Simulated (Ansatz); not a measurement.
Consider Cs2AgBiF6 (space group Fm-3m, No. 225; a cell from a computed database, its experimental status unchecked).

```
Cs2AgBiF6
1.0
    0.00000     4.77061     4.77061
    4.77061     0.00000     4.77061
    4.77061     4.77061     0.00000
Cs Ag Bi F
2 1 1 6
Direct
  0.75000   0.75000   0.75000
  0.25000   0.25000   0.25000
  0.50000   0.50000   0.50000
  0.00000   0.00000   0.00000
  0.76081   0.23919   0.23919
  0.23919   0.76081   0.76081
  0.23919   0.76081   0.23919
  0.76081   0.23919   0.76081
  0.23919   0.23919   0.76081
  0.76081   0.76081   0.23919
```

Cartesian axes are those of the cell as printed.

The values are results of PBE (Ansatz, a quantum-chemistry and plane-wave program, PAW, no spin-orbit coupling), not measurements.

For the base:

- Electron mass = 1.1 mₑ along k, 0.59 mₑ across (at L)

Modification: compressive biaxial strain of 1.14 % in the plane normal to [111], as in epitaxy on a mismatched substrate; the out-of-plane cell vector and the atoms relax.

### Question
Estimate the effect on the energy relative to the base.

### Answer
The energy rises by 0.7 meV/atom.

### Question
What happens to the electron mass?

### Answer
The electron mass changes from 1.1 mₑ along k, 0.59 mₑ across (at L) to 1.2 mₑ along k, 0.59 mₑ across (at L).

With Bi present, leaving out spin-orbit coupling can change the band edges. The levels and masses belong to the bands next to the band gap. Masses are band curvatures over ±0.01 Å⁻¹ around the edge. Along k means along the line from Γ to the band edge. No phonon test of stability was made.
